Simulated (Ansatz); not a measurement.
System: interstitial Pb in orthorhombic CsPbCl3 (charge state +2). The step: several atoms move together, Cl the farthest; the atom moves 1.50 Å along (-0.16, -0.01, 0.09) of the unit cell; the moving atom starts with neighbours 2 Pb at 2.99, Pb at 3.05 Å and ends with Cs at 3.46; Pb at 2.89, Pb at 2.93, Pb at 3.06 Å. A PBE band in Ansatz (plane-wave PAW, the Γ point alone, 80 host sites, 123 SCF runs with any check of the saddle's order, static, no finite-size correction) gives a forward barrier of 0.059 eV. The program found a first-order saddle point. The charge state is imposed; whether it is stable for some Fermi level was not computed. Sites that were not tried may lie lower.

Single points at the band's start and saddle point can refine it. Rough cost of one point, in units of the band's mean SCF on the same machine:

```json
[
 {"Level": "PBE, a 2×2×2 k-point mesh shifted by half a step", "Cost of one point": "about 9"},
 {"Level": "r2SCAN at 500 eV, the Γ point alone", "Cost of one point": "about 3"}
]
```

### Question
Which of these move the barrier by more than 0.1 eV, and how far does each move it?

### Answer
Not one does. PBE, a 2×2×2 k-point mesh shifted by half a step: +0.02 eV; r2SCAN at 500 eV, the Γ point alone: -0.04 eV. Each functional is compared with PBE at the same k-points.

Ansatz is an electronic-structure program.
